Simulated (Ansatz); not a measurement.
We look at the formation energy of ZrSi2 (Cmcm) from the elements. Reaction: Zr (hcp) + 2 Si (diamond) → ZrSi2 (Cmcm). The sign is products less reactants. The value is per atom of the solid.

ZrSi2 (Cmcm), 6 atoms in the cell; this is a cell from a database of computed structures that this text hasn't matched to a measured one, k-point mesh 10×10×10 on the run's own vectors.
```
ZrSi2
1.0
    0.00000     0.00000     3.67941
   -3.70415     0.00000     0.00000
    1.85207    -7.39489     0.00000
Zr Si
2 4
Direct
  0.75000   0.89465   0.78930
  0.25000   0.10535   0.21070
  0.25000   0.44691   0.89382
  0.75000   0.55309   0.10618
  0.75000   0.25029   0.50058
  0.25000   0.74971   0.49942
```

Zr (hcp, P6₃/mmc), 2 atoms in the cell, k-point mesh 24×24×12 on the run's own vectors. Conventional cell: a = b = 3.231 Å, c = 5.178 Å, α = β = 90.00°, γ = 120.00°.

Si (diamond, Fd-3m), 2 atoms in the cell, k-point mesh 10×10×10 on the run's own vectors. Conventional cell: a = b = c = 5.4700 Å, α = β = γ = 90.00°.

Plane-wave PAW calculations with Ansatz (a program for electronic structure), its default PAW set, cutoff 420 eV, 500 eV for r2SCAN. The structures are at rest with PBE; other levels are single points on them. Neutral cells; Fermi-Dirac smearing of at most 0.10 eV in the solids, energies taken to zero width. The lattices are those relaxed with PBE, so at other levels the solids can be strained, which adds to the spread. A dispersion term (D3(BJ), or D4 for r2SCAN) was computed beside these levels and is taken off wherever the name lacks it. No zero-point or thermal terms. No structure search was made; lower ones may exist.

Question: Give the value at the level r2SCAN.

Answer: -0.66 eV/atom, for Zr (hcp) + 2 Si (diamond) → ZrSi2 (Cmcm).

Question: How does the value move with the functional?

Answer: 
```
Functional  value (eV/atom)  less r2SCAN
----------  ---------------  -----------
PBE                   -0.67        -0.01
```

The levels span only 0.01 eV/atom, too little to tell them apart.
